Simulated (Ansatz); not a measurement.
System: LaBr3 (P6₃/m, No. 176). Method: PBE0+SOC (Ansatz, an electronic-structure program, PAW).

Settings: plane-wave cutoff 460 eV, 3×3×6 k mesh (along the axes of the cell as run), Fermi–Dirac smearing 0.01 eV, PAW data made under PBE.

Cell (measured lattice):

LaBr$_{3}$ is taken in the hexagonal space group P6₃/m (No. 176), Pearson symbol hP8. Conventional cell: a = 7.965 Å, b = 7.965 Å, c = 4.512 Å, α = 90.00°, β = 90.00°, γ = 120.00°. La on 2c has 9 Br at 3.095–3.156 Å. Br on 6h is surrounded by 3 La at 3.095–3.156 Å (trigonal pyramidal). (Neighbours: up to the widest gap in distance over summed covalent radii, below 1.35, at either atom; cation-cation and far metal-metal contacts left out.)

Question: What does this level give for the band gap?

Answer: 
- band gap: 5.18 eV (direct)

Measured, for comparison: band gap 5.9 eV (temperature not stated, not corrected to a static lattice, literature value; as tabulated in Przystupa et al. (2023), doi:10.3390/ma16145085). Computed (rounded) less measured: band gap -0.72 eV.

Note: cell and atoms aren't relaxed at this level (largest force component 0.03 eV/Å, pressure 0.6 GPa).

The computed numbers hold no vibrational or temperature effects.
